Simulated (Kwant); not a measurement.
Model system: wire with one Gaussian impurity in a CdTe two-dimensional gas. Effective mass 0.096 mₑ, grid spacing 3.3 nm, hard walls, nominal width 100 nm (31 grid rows, so walls 105.6 nm apart), one parabolic valley, scattering region 300 nm long along x; energies count from the band bottom; Fermi energy swept from 0.00031336 to 0.0066589 eV. Impurity U exp(−r²/2σ²), U = 0.0033 eV, σ = 6.4 nm, 0 nm off the axis.

Constants are typed, rounded textbook-type inputs, not results; the design itself was drawn at random and stands for no fabricated device.

Kwant, effective-mass tight-binding model on a square grid, one spin, coherent transport at 0 K. Conductance is in e²/h.

Density of the scattering states that come in from the left lead, at energy = 0.0035128 eV, in bins, relative to the largest site value (x marks bins outside the device):

```
|...           .....                         |
|+==-:::.. ..:-=++==-::::....................|
|%%#+==--::.:=*#%%#*+==----------------------|
|@%#*+===-::-=#@@@%#*+=====---------=======--|
|%#*+===--:::=*%%%#*+===--------------==-----|
|+=------::.::=+++=---:::::::::::::::::::::::|
|::.....:::...::::...::......................|
|...::..............:::......................|
|:-===:...::::::::-==-::...::::::::........::|
|=*##*=: .:-=====+*##+-:::::------::::::::::-|
|*%@@%+:..:=+++++*%@%#=::------------::::----|
|*#@@%+:..:=+++++*#%%*=:::-----------::::----|
|=*##*=: .:-=====+*##+-:::::------::::::::::-|
|:-===:...::::::::-==-::...::::::::........::|
|...::..............:::......................|
|::.....:::...::::...::......................|
|+=------::.::=+++=---:::::::::::::::::::::::|
|%#*+===--:::=*%%%#*+===--------------==-----|
|@%#*+===-::-=#@@@%#*+=====---------=======--|
|%%#+==--::.:=*#%%#*+==----------------------|
|+==-:::.. ..:-=++==-::::....................|
|...           .....                         |
```
Scale: ten equal steps from 0.043 (start of ' ') to 0.976 (end of '@'), in the order ' .:-=+*#%@'; x runs from -145 to 145, y from -47.2 (bottom) to 47.2 (top).

The conductance there is 2.68 e²/h with 3 open channel(s) in the leads.
